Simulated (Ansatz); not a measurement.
Ta₂O₅ (within 0.1 Å of Cmmm, No. 65, 7 atoms in the cell; start mp-1238961) was calculated with HSE06+SOC in Ansatz (PAW).

Run with plane-wave cutoff 460 eV, 6×6×4 k mesh (along the axes of the cell as run), Fermi–Dirac smearing 0.01 eV, PAW data made under PBE.

Cell (relaxed with PBEsol):

```cif
data_O5Ta2
_chemical_formula_sum 'Ta2 O5'
_space_group_name_H-M_alt 'P 1'
_space_group_IT_number 1
_cell_length_a 3.83946
_cell_length_b 3.85998
_cell_length_c 6.78118
_cell_angle_alpha 90.000
_cell_angle_beta 106.433
_cell_angle_gamma 90.000
loop_
_space_group_symop_operation_xyz
  'x, y, z'
loop_
_atom_site_label
_atom_site_type_symbol
_atom_site_fract_x
_atom_site_fract_y
_atom_site_fract_z
_atom_site_occupancy
Ta1 Ta 0.64612 0.00000 0.79214 1
Ta2 Ta 0.35388 0.00000 0.20786 1
O1 O 0.64967 0.50000 0.79894 1
O2 O 0.35033 0.50000 0.20106 1
O3 O 0.18522 0.00000 0.87032 1
O4 O 0.81478 0.00000 0.12968 1
O5 O 0.50000 0.00000 0.50000 1
```

Q: Estimate the band gap and smallest direct gap on the k points sampled that the calculation returns.

A: 
band gap: 3.63 eV (on the SCF k mesh) (indirect)
smallest direct gap on the k points sampled: 4.21 eV

Note: cell and atoms aren't relaxed at this level (largest force component 0.17 eV/Å, pressure -1.2 GPa).

Computing time: around 22 core-minutes (rough).

A start named mp-… is a Materials Project structure, which need not be a measured phase.

Ansatz is a quantum-chemistry and plane-wave program.
